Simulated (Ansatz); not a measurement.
Cells marked so need not be the phases stable at ambient conditions, and some may be hypothetical.

The gap is the functional's own, uncorrected, and κ follows it; spin-orbit coupling is left out. Mid-gap values are interpolated between the computed energies.

A. Sr₂MgWO₆ (I4/m, not sure to be the ambient phase, 10 atoms a cell, 12.4 Å³ an atom, -2 GPa at this level), along the normal of (100)
B. SrTaNO2 (I4/mcm, not sure to be the ambient phase, 10 atoms a cell, 13.3 Å³ an atom, -7 GPa at this level), along the normal of (100)
C. KTcO$_{4}$ (I4_1/a, not sure to be the ambient phase, 12 atoms a cell, 16.7 Å³ an atom), along the normal of (101)

Q: Put the candidates in order of mid-gap decay constant of the slowest evanescent state, highest first, for PBEsol (Ansatz, a program for electronic structure).

A: C (0.58 1/Å), A (0.32 1/Å), B (0.15 1/Å)
